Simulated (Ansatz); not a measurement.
Co_Ti (rock-salt TiC host)

These are PBE, PAW (plane waves to 420 eV; Ansatz, a first-principles code) values and carry that method's errors. The supercell holds 64 host sites (2×2×2 repeats of the unit cell), with a 4×4×4 shifted k-point sampling for the final energies. The relaxation kept the symmetry of the starting site. Site at the start: the Ti site. A cell of this size leaves errors of a few tenths of an eV.  Spin–orbit coupling is left out, and no Hubbard U is applied to the open shells. Each state is the lowest found from its start.

Formation energies E_f are those of the neutral cell. Chemical conditions: Ti-rich (Δμ(Ti) = -0.33 eV, Δμ(Co) = -0.48 eV, bounded by Ti2C (Fd-3m), TiCo (Pm-3m); only phases computed here count, gases as isolated molecules at 0 K). Reference phases: Co: hcp Co, ferromagnetic, Ti: hcp Ti.

```json
[
 {"charge": "0", "moment (μB)": "quenched", "point group": "Oh", "largest move off a lattice site (Å)": "0.03", "E_f, Ti-rich (eV)": "4.26", "above the lowest spin state (eV)": "0.00"},
 {"charge": "0", "moment (μB)": "quenched", "point group": "Oh", "largest move off a lattice site (Å)": "0.03", "E_f, Ti-rich (eV)": "4.26", "above the lowest spin state (eV)": "0.00"}
]
```

Point groups are those of the whole cell at tolerances of 0.03 and 0.1 Å ("near" where only the looser one holds); none is given for unsettled states.

Starting moments that weren't kept: charge 0 began with 1 μB and ended with 0.0; charge 0 began with 3 μB and ended with 0.0.

All states together cost about 50 core-minutes (a rough figure).
